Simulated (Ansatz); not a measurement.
Co, pressure series

The parent structure is Co in the hcp (Mg type) structure (space group P6_3/mmc, No. 194; a = 2.457 Å, c = 3.969 Å; ferromagnetic).

Cell and atoms are relaxed at each pressure.

Calculations: Kohn–Sham DFT with the PBEsol functional, run in Ansatz (a first-principles code) with PAW and 420 eV plane waves, without spin-orbit coupling.

```csv
pressure (GPa),volume per atom (Å³/atom)
-2,10.462
-1,?
0,10.376
0.3,10.364
0.7,10.347
1.5,10.314
3,10.254
5,10.176
7.5,10.083
```

Task: Fit the third-order Birch–Murnaghan form P(V) = (3B₀/2)[(V₀/V)^(7/3) − (V₀/V)^(5/3)]·[1 + (3/4)(B₀′ − 4)((V₀/V)^(2/3) − 1)] (squares taken in P) to the rows shown and predict the withheld row.

Result: Least squares on the printed values gives V₀ = 10.376 Å³/atom, B₀ = 247 GPa, B₀′ = 4.0; this predicts 10.419 Å³/atom, and the run gives 10.419 Å³/atom, in agreement.

The magnetic state is the one reached from the starting moments; the real material's order can differ, and small cells can't hold many antiferromagnetic ones. Load acts through the strain it causes; cell and atoms are relaxed under it. Stability against distortions was not tested. No other phases were tried under pressure.
